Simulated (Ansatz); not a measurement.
Short convergence ladders for the (110) slab of PdPt (cut from a parent of space group no. 166; 12 atoms in the cell)

```xyz
12
Lattice="5.5403 0.0000 0.0000 -2.7359 3.9053 0.0000 0.0000 0.0000 20.8824" Properties=species:S:1:pos:R:3 pbc="T T T"
Pd     0.0000     0.0000     7.0000
Pd    -1.3680     1.9526     8.3765
Pd     0.0000     0.0000     9.7530
Pd    -1.3680     1.9526    11.1294
Pd     0.0000     0.0000    12.5059
Pd    -1.3680     1.9526    13.8824
Pt     2.7701     0.0000     7.0000
Pt     1.4022     1.9526     8.3765
Pt     2.7701     0.0000     9.7530
Pt     1.4022     1.9526    11.1294
Pt     2.7701     0.0000    12.5059
Pt     1.4022     1.9526    13.8824
```

Base method: PBEsol, default PAW files made with PBE (plane waves; Ansatz, a first-principles code).

Base settings: basis.ecutwfc = 420 eV; kpoints.mp_grid.grid = 4 4 1; hamiltonian.xc = pbesol; hamiltonian.pseudopotentials = {kind: paw} (the program's default PAW files); scf.occupations.method = fermi_dirac; scf.occupations.width = 0.1 eV.

The count of work is k-points × plane waves × bands × iterations; it is no time. Core times come from one kind of shared machine, to one figure; runs under 30 s give none.

**The vacuum**

The mesh stays at the base's, so the ladder's end is converged at best in this setting alone.

Only quantities that move along the ladder and can be compared are tabulated.

| vacuum between outermost atoms (Å) | free energy less the last step's (meV/atom) | largest difference of a force vector from the last step's (eV/Å) | count of work / last | core time / last (rough) |
|---|---|---|---|---|
| 3.0 | -132.01 | 1.036 | 0.24 | – |
| 4.0 | -40.58 | 0.309 | 0.29 | – |
| 5.0 | -11.79 | 0.087 | 0.32 | – |
| 6.0 | -3.61 | 0.025 | 0.35 | – |
| 7.0 | -1.16 | 0.008 | 0.38 | – |
| 8.0 | -0.37 | 0.002 | 0.40 | – |
| 10.0 | -0.04 | 0.000 | 0.46 | 0.3 |
| 12.0 | 0.00 | 0.000 | 0.51 | 0.4 |
| 14.0 | 0.00 | 0.000 | 0.57 | 0.4 |
| 17.0 | 0.01 | 0.000 | 0.65 | 0.5 |
| 20.0 | 0.01 | 0.000 | 0.73 | 0.5 |
| 25.0 | 0.00 | 0.000 | 0.87 | 0.6 |
| 30.0 | 0.00 | 0.000 | 1.0 | 1 |

Smallest vacuum between outermost atoms (Å) that holds the forces within 0.01 eV/Å of the last step, with all finer ones: 7.0, at 0.38 of the last step's count of work; the step before is off by 0.025 eV/Å.

Smallest vacuum between outermost atoms (Å) that holds the free energy within 5 meV/atom of the last step, with all finer ones: 6.0, at 0.35 of the last step's count of work; the step before is off by 12 meV/atom.

**The k-point mesh**

Only quantities that move along the ladder and can be compared are tabulated.

| kpoints.mp_grid.grid | free energy less the last step's (meV/atom) | largest difference of a force vector from the last step's (eV/Å) | count of work / last | core time / last (rough) |
|---|---|---|---|---|
| 2 2 1 | 18.05 | 0.616 | 0.035 | – |
| 2 3 1 | -45.23 | 0.128 | 0.032 | – |
| 3 3 1 | -1.60 | 0.220 | 0.044 | – |
| 3 4 1 | -7.96 | 0.105 | 0.061 | – |
| 4 4 1 | 8.86 | 0.036 | 0.088 | 0.07 |
| 4 5 1 | 4.72 | 0.032 | 0.088 | 0.07 |
| 5 5 1 | -3.43 | 0.056 | 0.10 | 0.08 |
| 5 6 1 | 1.61 | 0.030 | 0.14 | 0.1 |
| 6 7 1 | -2.21 | 0.017 | 0.19 | 0.1 |
| 7 9 1 | 0.11 | 0.006 | 0.28 | 0.2 |
| 9 10 1 | -0.35 | 0.003 | 0.40 | 0.3 |
| 10 12 1 | -0.08 | 0.003 | 0.54 | 0.4 |
| 12 14 1 | 0.02 | 0.002 | 0.89 | 0.8 |
| 14 16 1 | 0.00 | 0.000 | 1.0 | 1 |

Coarsest kpoints.mp_grid.grid that holds the free energy within 0.5 meV/atom of the last step, with all finer ones: 7 9 1, at 0.28 of the last step's count of work and about 0.2 of the last step's time; the step before is off by 2.2 meV/atom.

Coarsest kpoints.mp_grid.grid that holds the forces within 0.01 eV/Å of the last step, with all finer ones: 7 9 1, at 0.28 of the last step's count of work and about 0.2 of the last step's time; the step before is off by 0.017 eV/Å.

**The plane-wave cutoff**

The mesh stays at the base's, so the ladder's end is converged at best in this setting alone.

Only quantities that move along the ladder and can be compared are tabulated.

```tsv
basis.ecutwfc	free energy less the last step's (meV/atom)	largest difference of a force vector from the last step's (eV/Å)	count of work / last	core time / last (rough)
210 eV	8087.67	0.673	0.15	–
250 eV	1660.38	0.378	0.18	–
295 eV	216.56	0.007	0.21	–
355 eV	8.61	0.002	0.27	0.3
420 eV	2.10	0.002	0.35	0.4
505 eV	0.59	0.001	0.47	0.5
630 eV	0.24	0.000	0.65	0.6
840 eV	0.00	0.000	1.0	1
```

Coarsest basis.ecutwfc that holds the forces within 0.005 eV/Å of the last step, with all finer ones: 355 eV, at 0.27 of the last step's count of work and about 0.3 of the last step's time; the step before is off by 0.007 eV/Å.

Coarsest basis.ecutwfc that holds the free energy within 5 meV/atom of the last step, with all finer ones: 420 eV, at 0.35 of the last step's count of work and about 0.4 of the last step's time; the step before is off by 8.6 meV/atom.

On the base run: the starting cell comes from a database of computed structures (which also holds hypothetical and non-ambient phases and stackings), without a prior relaxation at this level. The slab is cut from that crystal, and its faces are unrelaxed. Its lattice was rescaled by up to half a per cent. Spin polarisation is off. In the base run, forces exceed 1 eV/Å.

Left out of this page: 1 run of the series stopped by limits of time or memory.

Keys are those of Ansatz 0.2.
